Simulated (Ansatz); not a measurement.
Amorphous Hf18O39Lu2, 59 atoms at 9.44 g/cm³, one PBE-relaxed geometry, zone centre. Methods: PBE, scalar-relativistic without spin-orbit coupling (Ansatz, a quantum-chemistry and plane-wave program); r2SCAN, scalar-relativistic without spin-orbit coupling (Ansatz); HSE06, scalar-relativistic without spin-orbit coupling (Ansatz). Plane waves to 420 eV (r2SCAN 500 eV); exact exchange is cut at the cell's faces. At PBE the levels at the filled edge of the gap are localised (band-tail or defect states). All rungs ran without spin polarisation.

Preparation: random packing, a CHGNet melt and quench, and a DFT relaxation. O atoms were pushed apart under 1.9 Å during the dynamics, to hinder bonds among them. The hot cell started wider than the set density and was brought back towards it in steps. It is the lowest in DFT energy of 2 quenches. It is a model cell: composition and starting density were chosen by hand, and all elements were melted together. No dispersion term was used. Its density started from a set value of 9.04 and ended at 9.44 g/cm³. The quench (nominally 450 K/ps over its main leg) was far faster than any real one, so the model tends to hold more defects than a real film. Values belong to this one cell and scatter from quench to quench. Volume and shape were free in the relaxation.

The relaxation ran on the zone centre alone. At PBE the level gap is 3.75 eV on a 2×2×2 Γ-centred mesh, and the spacing at the zone centre alone 3.80 eV.

Task: What zone-centre spacing does r2SCAN give, roughly?

Result: 4.26 eV (+0.46 eV against PBE).

Task: What zone-centre spacing does HSE06 give, roughly?

Result: 5.37 eV (+1.57 eV against PBE).

The highest filled and the lowest empty state spread over these numbers of atoms (participation numbers): PBE: 11.3 and 17.0; r2SCAN: 9.7 and 16.2; HSE06: 9.3 and 16.8.
